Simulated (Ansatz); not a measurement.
CuI (P4/nmm): band-edge transport data

Data:

```
CELL_PARAMETERS angstrom
      4.06983     0.00000     0.00000
      0.00000     4.06983     0.00000
      0.00000     0.00000     6.40537
ATOMIC_POSITIONS crystal
  Cu 0.50000 0.50000 0.00000
  Cu 0.00000 0.00000 0.00000
  I  0.50000 0.00000 0.26357
  I  0.00000 0.50000 0.73643
```

Computed with r2SCAN+D4 with spin-orbit coupling, rigid bands (plane waves, PAW; Ansatz, a first-principles code). Geometry: cell and atoms relaxed with r2SCAN+d4.

* **band gap**: 1.89 eV
* **electron conductivity mass (300 K, dilute)**: 0.24 (x), 0.24 (y), 0.25 (z) mₑ
* **hole conductivity mass (300 K, dilute)**: 0.57 (x), 0.57 (y), 1.21 (z) mₑ
* **effective density of states N_c (300 K)**: 3.1e18 cm⁻³
* **effective density of states N_v (300 K)**: 1.4e19 cm⁻³
* **density-of-states mass, electrons**: 0.25 mₑ
* **density-of-states mass, holes**: 0.66 mₑ
* **Seebeck coefficient, n-type 1e19 cm⁻³, 300 K**: -133 μV/K
* **Seebeck coefficient, p-type 1e19 cm⁻³, 300 K**: 248 μV/K

Rigid bands; masses and Seebeck coefficients take one relaxation time τ for all states and one kind of carrier; polarons and phonon drag are left out. Geometry: cell and atoms relaxed with r2SCAN+D4.

Computed structure with no diffraction record at hand here (it may be known, metastable or hypothetical): CuI (P4/nmm).
